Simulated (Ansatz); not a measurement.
Start from SiS₂ (space group Ibam, No. 72; a = 6.019 Å, b = 9.396 Å, c = 5.545 Å; made of chains).

Now apply this change: cell and atoms relaxed at a pressure of 0.9 GPa.

Levels (all Ansatz, a first-principles code, PAW): PBEsol (420 eV, no SOC); r2SCAN (500 eV, scalar-relativistic without spin-orbit coupling); HSE06 (420 eV, no spin-orbit coupling).

At the geometry relaxed with PBEsol, these levels gave the following band gaps, in shuffled order: (a) 3.75 eV, (b) 2.55 eV, (c) 3.03 eV.

Q: Match each gap to its level.

A: (a) HSE06; (b) PBEsol; (c) r2SCAN.

Single points use the geometry relaxed with PBEsol. The hybrid gap comes from the SCF mesh plus the semilocal run's edge points and a few special points and is an upper bound. Load acts through the strain it causes; cell and atoms are relaxed under it. No phonon test of stability was made. No dispersion term is included in the PBEsol runs.
